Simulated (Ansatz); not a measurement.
# Re under a change: uniaxial strain ε_xx = −2.50 %

The reference is Re in the hcp (Mg type) structure (space group P6_3/mmc, No. 194; a = 2.7519 Å, c = 4.4401 Å; relaxed with 0.1 eV smearing). Axes: x lies along a and z along c of the hexagonal cell.

One thing is altered: the cell is compressed by 2.50 % along x with no lateral relaxation; the atoms relax in the strained cell.

Level of theory: Ansatz (a quantum-chemistry and plane-wave program), PBEsol, PAW, cutoff 420 eV, no spin-orbit coupling. k-mesh 24×24×13 (Γ-centred); smearing 0.1 eV (Fermi–Dirac).

```csv
quantity,base,changed,shift
volume per atom,14.56 Å³,14.20 Å³,-0.36 Å³
energy relative to the base (free energy F),0 meV/atom,+20 meV/atom,+20 meV/atom
"pressure (mean of the normal stresses, compression positive)",0.0 GPa,10.6 GPa,+10.6 GPa
band gap,zero,zero,–
"stress (xx, yy, zz, yz, xz, xy; compression positive)",–,"(18.1, 7.7, 6.1, 0.0, 0.0, 0.0) GPa",–
```

Final structure:

```
CELL_PARAMETERS angstrom
      2.68309     0.00000     0.00000
     -1.34155     2.38321     0.00000
      0.00000     0.00000     4.44007
ATOMIC_POSITIONS crystal
  Re 0.66476 0.32952 0.75000
  Re 0.33524 0.67048 0.25000
```

Stability against distortions was not tested. The final runs are not spin-polarised.
